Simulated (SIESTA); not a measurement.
Input and output of a self-consistent single point for Rh (Fm-3m, 1 atom in the cell) (SIESTA).

Computed with LDA PW92, numerical atomic orbitals DZP, PseudoDojo LDA standard norm-conserving potentials (rewritten from UPF to PSML) (SIESTA).

```yaml
crystal:
  lattice:
    - [0.00000, 1.88396, 1.88396]
    - [1.88396, 0.00000, 1.88396]
    - [1.88396, 1.88396, 0.00000]
  atoms:
    - { symbol: Rh, position: [0.00000, 0.00000, 0.00000] }
```

Reference input (self-consistent single point, DFT, GGA PBE, numerical atomic orbitals DZP, PseudoDojo PBE standard norm-conserving potentials (rewritten from UPF to PSML)): XC.functional = GGA; XC.authors = PBE; potentials = PseudoDojo PBE standard; PAO.BasisSize = DZP; PAO.EnergyShift = 0.01 Ry; MeshCutoff = 400 Ry; kgrid.MonkhorstPack = 15 15 15; OccupationFunction = MP; OccupationMPOrder = 0; ElectronicTemperature = 100 meV; MaxSCFIterations = 150; SCF.Mixer.Method = Broyden. This run's input differs from it in these lines:

```diff
@@ -1,2 +1,2 @@
-# files in the folder: Rh.psml (PseudoDojo PBE standard)
+# files in the folder: Rh.psml (PseudoDojo LDA standard)
 SystemName  Rh
@@ -20,4 +20,4 @@
 
-XC.functional                GGA
-XC.authors                   PBE
+XC.functional                LDA
+XC.authors                   PW92
 PAO.BasisSize                DZP
```

Log, with long lists cut:

```
        iscf     Eharris(eV)        E_KS(eV)     FreeEng(eV)     dDmax    Ef(eV) dHmax(eV)
   scf:    1    -3178.529017    -3188.799160    -3188.804141  0.624420 -0.754475  9.428468
   scf:    2    -3192.355172    -3190.733011    -3190.738510  0.323024 -1.886355  5.208158
   scf:    3    -3191.934679    -3191.581876    -3191.588712  0.343703 -3.312623  0.081923
   scf:    4    -3191.582493    -3191.582248    -3191.589076  0.005217 -3.296450  0.024795
   scf:    5    -3191.582176    -3191.582237    -3191.589115  0.004877 -3.297860  0.041202
   [... 7 lines left out ...]
   scf:   13    -3191.582237    -3191.582237    -3191.589161  0.000018 -3.316583  0.000209
   scf:   14    -3191.582237    -3191.582237    -3191.589161  0.000014 -3.316594  0.000164
   scf:   15    -3191.582237    -3191.582237    -3191.589161  0.000011 -3.316600  0.000130
   scf:   16    -3191.582238    -3191.582237    -3191.589161  0.000008 -3.316606  0.000103
SCF Convergence by DM+H criterion
max |DM_out - DM_in|         :     0.0000083473
max |H_out - H_in|      (eV) :     0.0001028986
SCF cycle converged after 16 iterations

Using DM_out to compute the final energy and forces

siesta: E_KS(eV) =            -3191.5822

siesta: E_KS - E_eggbox =     -3191.5822

siesta: Atomic forces (eV/Ang):
     1   -0.000000   -0.000000    0.000000
   Tot   -0.000000   -0.000000    0.000000
   Max    0.000000
   Res    0.000000    sqrt( Sum f_i^2 / 3N )
   Max    0.000000    constrained

Stress tensor Voigt[x,y,z,yz,xz,xy] (kbar):       34.18       34.18       34.18       -0.00       -0.00       -0.00
(Free)E + p*V (eV/cell)    -3191.8745
Target enthalpy (eV/cell)    -3191.5892

siesta: Program's energy decomposition (eV):
siesta: FreeEng =     -3191.589161

siesta: Stress tensor (static) (eV/Ang**3):
   [... lines left out ...]
siesta: Cell volume =         13.373392 Ang**3
siesta:         -34.18237610        -34.18237610  kBar
   [... lines left out ...]
               4dz2    4dxz    4dx2-y2
   1 17.000   1.875   0.256   0.246   1.971   1.971   1.971   0.320   0.320
              0.320   1.529   1.529   1.632   1.529   1.632  -0.036  -0.036

              0.004  -0.036   0.004

mulliken: Qtot =       17.000

Mulliken Atomic Populations:
Atom #   charge [q] valence [e]  Species
     1    -0.000000   17.000000  Rh
 Total    -0.000000
```

The run converged in 16 iterations. Against the reference run the pressure goes from 14.29 to -3.42 GPa.

The starting cell comes from a database of computed structures (which also holds hypothetical and non-ambient phases and stackings), without a prior relaxation at this level. Its lattice was rescaled by a random factor within 2.5 % of one. Spin polarisation is off. Values carry the incompleteness of an atom-centred basis. With a pressure of about -3 GPa the cell is away from its equilibrium volume at this level.

Cost on one core of a shared machine: roughly 30 s.
